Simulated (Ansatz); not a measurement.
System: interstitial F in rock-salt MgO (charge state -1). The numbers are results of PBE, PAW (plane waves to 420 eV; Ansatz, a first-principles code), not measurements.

Settings: 64 host sites, the relaxed PBE lattice, the Γ point alone, smearing 0.01 eV, spin-restricted, no image-charge correction. Static, classical nuclei. The charge state is imposed; whether it is stable for some Fermi level was not computed. Sites that were not tried may lie lower.

Barriers: single points on a 2×2×2 k-point mesh shifted by half a step at the bands' geometries.

The step: a concerted move, in which F travels most. Atoms about the jump, Cartesian Å from the middle of the jump, before and after:

```json
[
 {"atom": "F1", "x0": "-1.06", "y0": "0.00", "z0": "0.00", "x1": "1.06", "y1": "0.00", "z1": "0.00"},
 {"atom": "Mg2", "x0": "0.04", "y0": "-1.10", "z0": "-1.10", "x1": "-0.04", "y1": "-1.10", "z1": "-1.10"},
 {"atom": "Mg3", "x0": "0.04", "y0": "1.10", "z0": "1.10", "x1": "-0.04", "y1": "1.10", "z1": "1.10"},
 {"atom": "O4", "x0": "0.21", "y0": "-1.27", "z0": "1.27", "x1": "-0.21", "y1": "-1.27", "z1": "1.27"},
 {"atom": "O5", "x0": "0.21", "y0": "1.27", "z0": "-1.27", "x1": "-0.21", "y1": "1.27", "z1": "-1.27"},
 {"atom": "Mg6", "x0": "2.15", "y0": "-1.09", "z0": "1.09", "x1": "2.16", "y1": "-1.10", "z1": "1.10"},
 {"atom": "Mg7", "x0": "-2.16", "y0": "-1.10", "z0": "1.10", "x1": "-2.15", "y1": "-1.09", "z1": "1.09"},
 {"atom": "Mg8", "x0": "2.15", "y0": "1.09", "z0": "-1.09", "x1": "2.16", "y1": "1.10", "z1": "-1.10"},
 {"atom": "Mg9", "x0": "-2.16", "y0": "1.10", "z0": "-1.10", "x1": "-2.15", "y1": "1.09", "z1": "-1.09"},
 {"atom": "O10", "x0": "2.13", "y0": "-1.07", "z0": "-1.07", "x1": "2.33", "y1": "-1.27", "z1": "-1.27"},
 {"atom": "O11", "x0": "-2.33", "y0": "-1.27", "z0": "-1.27", "x1": "-2.13", "y1": "-1.07", "z1": "-1.07"},
 {"atom": "O12", "x0": "2.13", "y0": "1.07", "z0": "1.07", "x1": "2.33", "y1": "1.27", "z1": "1.27"},
 {"atom": "O13", "x0": "-2.33", "y0": "1.27", "z0": "1.27", "x1": "-2.13", "y1": "1.07", "z1": "1.07"},
 {"atom": "O14", "x0": "0.01", "y0": "-3.19", "z0": "-1.07", "x1": "-0.01", "y1": "-3.19", "z1": "-1.07"},
 {"atom": "O15", "x0": "0.01", "y0": "1.07", "z0": "3.19", "x1": "-0.01", "y1": "1.07", "z1": "3.19"},
 {"atom": "O16", "x0": "0.01", "y0": "-1.07", "z0": "-3.19", "x1": "-0.01", "y1": "-1.07", "z1": "-3.19"},
 {"atom": "O17", "x0": "0.01", "y0": "3.19", "z0": "1.07", "x1": "-0.01", "y1": "3.19", "z1": "1.07"},
 {"atom": "Mg18", "x0": "0.03", "y0": "-3.21", "z0": "1.09", "x1": "-0.03", "y1": "-3.21", "z1": "1.09"},
 {"atom": "Mg19", "x0": "0.03", "y0": "-1.09", "z0": "3.21", "x1": "-0.03", "y1": "-1.09", "z1": "3.21"},
 {"atom": "Mg20", "x0": "0.03", "y0": "1.09", "z0": "-3.21", "x1": "-0.03", "y1": "1.09", "z1": "-3.21"},
 {"atom": "Mg21", "x0": "0.03", "y0": "3.21", "z0": "-1.09", "x1": "-0.03", "y1": "3.21", "z1": "-1.09"}
]
```

Task: Where do these atoms stand at the saddle point, and how high is it?

Result: 
```tsv
atom	x	y	z
F1	0.00	0.00	0.00
Mg2	0.00	-1.25	-1.26
Mg3	0.00	1.27	1.26
O4	0.00	-1.48	1.49
O5	0.00	1.49	-1.49
Mg6	1.97	-1.07	1.08
Mg7	-1.97	-1.07	1.08
Mg8	1.97	1.08	-1.08
Mg9	-1.97	1.08	-1.08
O10	2.12	-1.08	-1.09
O11	-2.12	-1.08	-1.09
O12	2.12	1.10	1.09
O13	-2.12	1.10	1.09
O14	0.00	-3.21	-1.08
O15	0.00	1.09	3.21
O16	0.00	-1.08	-3.21
O17	0.00	3.22	1.08
Mg18	0.00	-3.30	1.12
Mg19	0.00	-1.12	3.31
Mg20	0.00	1.13	-3.30
Mg21	0.00	3.31	-1.12
```
It lies 0.96 eV above the start and 0.96 eV above the end. The saddle point's order was not checked, and it lies on a symmetry element of the cell, where a band can be held.
